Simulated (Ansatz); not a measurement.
Base system: Rh in the fcc (Cu type) structure (space group Fm-3m, No. 225; a = 3.8015 Å; relaxed with 0.1 eV smearing). Axes: x, y, z lie along the cube axes.

The values are results of plane-wave PAW DFT at the r2SCAN level (Ansatz, a first-principles code, 500 eV), no SOC, not measurements.

Base values:

```
Property                        Result
-----------------------------  -------
Shortest interatomic distance  2.688 Å
```

It is then changed as follows: strain tensor (xx, yy, zz, yz, xz, xy) = (+0.13, −0.36, −2.64, −0.50, +0.45, −1.31) %, atoms relaxed at fixed cell.

**Question.** What happens to the energy relative to the base, stress and shortest interatomic distance?

**Answer.** The energy goes up by 23 meV/atom; the stress (xx, yy, zz, yz, xz, xy; compression positive) is (6.5, 7.8, 13.3, 2.3, -2.0, 5.1) GPa; the shortest interatomic distance decreases by 0.053 Å to 2.635 Å.

Stability against distortions was not tested. All final runs are without spin polarisation.
